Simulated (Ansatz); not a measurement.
Take Li$_{2}$Se in the anti-fluorite structure (space group Fm-3m, No. 225; a = 6.006 Å) as the base.

All numbers come from PBE (Ansatz, a program for electronic structure), no spin-orbit coupling.

Base values:

- Pressure: 0.00 GPa

It is then changed as follows: the cell is scaled by 0.9900 in all directions; the atoms relax in the strained cell.

Q: What happens to the pressure and mean gap deformation potential ΔEg/Δln V?

A: The pressure goes from zero to 1.08 GPa; the mean gap deformation potential ΔEg/Δln V comes out as +0.8 eV.

Stability against distortions was not tested.
